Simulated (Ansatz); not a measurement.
## Carrier properties of MgO under load (space group R-3m)

Input:

```xyz
2
Lattice="0.0274 2.1040 2.1040 2.1040 0.0274 2.1040 2.1040 2.1040 0.0274" Properties=species:S:1:pos:R:3 pbc="T T T"
Mg     0.0000     0.0000     0.0000
O      2.1177     2.1177     2.1177
```

Level of theory: r2SCAN, rigid bands (plane waves, PAW, scalar-relativistic; Ansatz, a first-principles code). Condition of this run: biaxial stress in (111) of 6 GPa (compression positive) (the target of the relaxation). Geometry: cell and atoms relaxed with PBEsol, then loaded as said.

```yaml
band_gap: 5.80 eV
electron conductivity mass (300 K, dilute): 0.38 mₑ
hole conductivity mass (300 K, dilute): 1.89 mₑ
effective density of states N_c (300 K): 5.8e18 cm⁻³
effective density of states N_v (300 K): 1.6e20 cm⁻³
density_of_states_mass_electrons: 0.37 mₑ
density_of_states_mass_holes: 3.5 mₑ
Seebeck coefficient, n-type 1e19 cm⁻³, 300 K: -180 μV/K
best n-type power factor at 300 K for τ = 10 fs (best axis; densities from 1e16 to 1e21 cm⁻³ tried, whether or not they can be reached): 2.5 μW/(cm·K²) at 3e19 cm⁻³
Seebeck coefficient, p-type 1e19 cm⁻³, 300 K: 457 μV/K
```

Rigid bands; masses and Seebeck coefficients take one relaxation time τ for all states and one kind of carrier; polarons and phonon drag are left out. Spin-orbit coupling is left out. Geometry: cell and atoms relaxed with PBEsol.
